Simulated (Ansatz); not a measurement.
Structure of amorphous Hf₁₈O₃₈Ti (periodic cell):

```yaml
crystal:
  lattice:
    - [8.83914, 0.50597, -0.21167]
    - [0.50597, 9.15103, -0.13396]
    - [-0.21167, -0.13396, 9.15282]
  atoms:
    - { symbol: Hf, position: [0.03710, 0.74253, 0.13892] }
    - { symbol: Hf, position: [0.12817, 0.03797, 0.51976] }
    - { symbol: Hf, position: [0.97065, 0.23449, 0.98520] }
    - { symbol: Hf, position: [0.30112, 0.50621, 0.95955] }
    - { symbol: Hf, position: [0.92781, 0.30526, 0.35026] }
    - { symbol: Hf, position: [0.66503, 0.93584, 0.98291] }
    - { symbol: Hf, position: [0.11113, 0.65917, 0.52647] }
    - { symbol: Hf, position: [0.23792, 0.39164, 0.29335] }
    - { symbol: Hf, position: [0.24369, 0.85535, 0.86782] }
    - { symbol: Hf, position: [0.68401, 0.62748, 0.22406] }
    - { symbol: Hf, position: [0.78690, 0.16100, 0.68585] }
    - { symbol: Hf, position: [0.58480, 0.29485, 0.17346] }
    - { symbol: Hf, position: [0.35713, 0.17183, 0.88798] }
    - { symbol: Hf, position: [0.35869, 0.80451, 0.25673] }
    - { symbol: Hf, position: [0.45256, 0.13637, 0.50550] }
    - { symbol: Hf, position: [0.90193, 0.55953, 0.86013] }
    - { symbol: Hf, position: [0.74292, 0.79763, 0.62742] }
    - { symbol: Hf, position: [0.53175, 0.48891, 0.51943] }
    - { symbol: O, position: [0.71874, 0.43793, 0.35959] }
    - { symbol: O, position: [0.17533, 0.84423, 0.65034] }
    - { symbol: O, position: [0.55461, 0.81839, 0.14593] }
    - { symbol: O, position: [0.49425, 0.64553, 0.35721] }
    - { symbol: O, position: [0.93977, 0.63659, 0.65790] }
    - { symbol: O, position: [0.11371, 0.79694, 0.35866] }
    - { symbol: O, position: [0.35392, 0.95874, 0.41069] }
    - { symbol: O, position: [0.61821, 0.00228, 0.63642] }
    - { symbol: O, position: [0.08229, 0.69522, 0.92437] }
    - { symbol: O, position: [0.77504, 0.76694, 0.39729] }
    - { symbol: O, position: [0.07220, 0.30029, 0.17973] }
    - { symbol: O, position: [0.20345, 0.87627, 0.09694] }
    - { symbol: O, position: [0.37800, 0.67455, 0.87478] }
    - { symbol: O, position: [0.38775, 0.36549, 0.81298] }
    - { symbol: O, position: [0.44393, 0.94716, 0.88653] }
    - { symbol: O, position: [0.21517, 0.21988, 0.42571] }
    - { symbol: O, position: [0.76218, 0.77580, 0.85262] }
    - { symbol: O, position: [0.45888, 0.32020, 0.36064] }
    - { symbol: O, position: [0.30476, 0.11226, 0.66653] }
    - { symbol: O, position: [0.55947, 0.49706, 0.09316] }
    - { symbol: O, position: [0.08930, 0.41558, 0.91572] }
    - { symbol: O, position: [0.89585, 0.96275, 0.56504] }
    - { symbol: O, position: [0.95510, 0.22886, 0.56864] }
    - { symbol: O, position: [0.03306, 0.49752, 0.38525] }
    - { symbol: O, position: [0.59921, 0.28503, 0.60738] }
    - { symbol: O, position: [0.81050, 0.25219, 0.14775] }
    - { symbol: O, position: [0.65093, 0.09169, 0.34202] }
    - { symbol: O, position: [0.62778, 0.62814, 0.64300] }
    - { symbol: O, position: [0.86939, 0.59803, 0.08967] }
    - { symbol: O, position: [0.56989, 0.14709, 0.00685] }
    - { symbol: O, position: [0.84339, 0.89532, 0.14683] }
    - { symbol: O, position: [0.15173, 0.09644, 0.91479] }
    - { symbol: O, position: [0.30053, 0.52585, 0.51978] }
    - { symbol: O, position: [0.34417, 0.31191, 0.09390] }
    - { symbol: O, position: [0.82828, 0.35354, 0.83089] }
    - { symbol: O, position: [0.98329, 0.07312, 0.33207] }
    - { symbol: O, position: [0.23895, 0.59435, 0.17994] }
    - { symbol: O, position: [0.83556, 0.06868, 0.88282] }
    - { symbol: Ti, position: [0.81951, 0.96432, 0.34732] }
```

Methods: PBE, scalar-relativistic without spin-orbit coupling (Ansatz, a quantum-chemistry and plane-wave program); r2SCAN, scalar-relativistic without spin-orbit coupling (Ansatz); HSE06, scalar-relativistic without spin-orbit coupling (Ansatz). Neutral PBE cell, which sets geometry, pressure and energy: sampling: a 2×2×2 Γ-centred mesh; Fermi-Dirac width 0.02 eV; no spin polarisation. Exact exchange is cut at the faces of this 9 Å cell, which leaves hybrid gaps a finite-size error.

The cell was made by melting and quenching with the CHGNet potential and then relaxed with DFT. O atoms were pushed apart under 1.9 Å during the dynamics, to hinder bonds among them. The hot cell started wider than the set density and was brought back towards it in steps. It is the lowest in DFT energy of 2 quenches. It is a model cell: composition and starting density were chosen by hand, and all elements were melted together. No dispersion term was used. Its density started from a set value of 8.71 and ended at 8.71 g/cm³. Cooling (nominally 300 K/ps over its main leg) ran many orders faster than in experiment, which tends to leave more defects and strain. A cell of this size samples the disorder only roughly. The volume was held where the preparation left it and the shape relaxed.

### Question
Give the pressure, the energy against reference phases and the spacing of the highest filled and lowest empty levels.

### Answer

```yaml
Pressure on a 2×2×2 Γ-centred mesh: 2.15 GPa
Largest force and stress component on that mesh (the relaxation ran on the zone centre alone): 0.14 eV/Å and 2.3 GPa
Energy relative to HfO2 (P2_1/c) + anatase TiO2 (lowest mix at this level among the phases computed, not always the ambient ones): 0.185 eV/atom
Gap between localised states on a 2×2×2 Γ-centred mesh (PBE): 3.00 eV
Gap between localised states at the zone centre (PBE): 3.01 eV
Gap between localised states at the zone centre (r2SCAN): 3.36 eV
Gap between localised states at the zone centre (HSE06): 4.64 eV
Distance between the nearest levels spread over more than a fifth of the atoms or a third of the atoms of their main element (six at least) (PBE, zone centre): 4.03 eV
```

### Question
At PBE and the zone centre, how localised are the states just below and above the Fermi level (participation number: the atoms over which a state spreads)?

### Answer
The highest filled state is spread over 6.2 atoms' worth, largest on O37, with weights by element (charge in smoothed Voronoi cells) O 0.96, Hf 0.04, Ti 0.00. The lowest empty state is spread over 2.2 atoms' worth, largest on Ti57, with weights by element (charge in smoothed Voronoi cells) Ti 0.66, O 0.24, Hf 0.09.

At PBE the levels at both edges of the gap are localised (band-tail or defect states), and the nearest spread-out levels lie 4.0 eV apart at the zone centre.

Neighbours within Hf-Hf 3.34 Å, Hf-O 2.76 Å, Hf-Ti 3.23 Å, O-O 1.58 Å, O-Ti 2.49 Å, Ti-Ti 3.12 Å count as bonded. Two cations that share two anions don't count as bonded, nor two that share one unless they lie closer than Hf-Hf 3.25 Å, Hf-Ti 3.15 Å, Ti-Ti 3.04 Å.

Added carriers, by Ansatz with PBE, scalar-relativistic without spin-orbit coupling on the zone centre alone. Charged cells keep the cell fixed and stand in a uniform background, with no image correction, at a width of 0.01 eV; where the count is odd the moment is locked at 1 μB, unless the neutral cell bore moments. Each starts from the undistorted neutral geometry alone. PBE's self-interaction favours spread-out carriers, so it can miss traps that a hybrid finds.

### Question
What happens at PBE when the cell takes an extra electron and the atoms relax?

### Answer
Relaxation lowers the charged cell by 0.47 eV. The largest moves are O45 0.34 Å, O26 0.18 Å, Ti57 0.18 Å, O46 0.12 Å. The level that holds the added charge spreads over 2.8 atoms' worth, most on Ti57 (weight 0.58): a localised (trapped) carrier, which neighbours of that atom can share. No bond crosses its cut-off with a change of over 0.15 Å (metal-metal contacts aside). Made neutral again at that geometry, the cell lies +0.70 eV from the neutral start.

### Question
What happens at PBE when the cell takes a hole and the atoms relax?

### Answer
Relaxation lowers the charged cell by 0.29 eV. The largest moves are O29 0.19 Å, Hf15 0.11 Å, O33 0.11 Å, O34 0.10 Å. The level that was emptied spreads over 4.2 atoms' worth, most on O34 (weight 0.35): a localised (trapped) carrier, which neighbours of that atom can share. No bond crosses its cut-off with a change of over 0.15 Å (metal-metal contacts aside). Made neutral again at that geometry, the cell lies +0.56 eV from the neutral start.
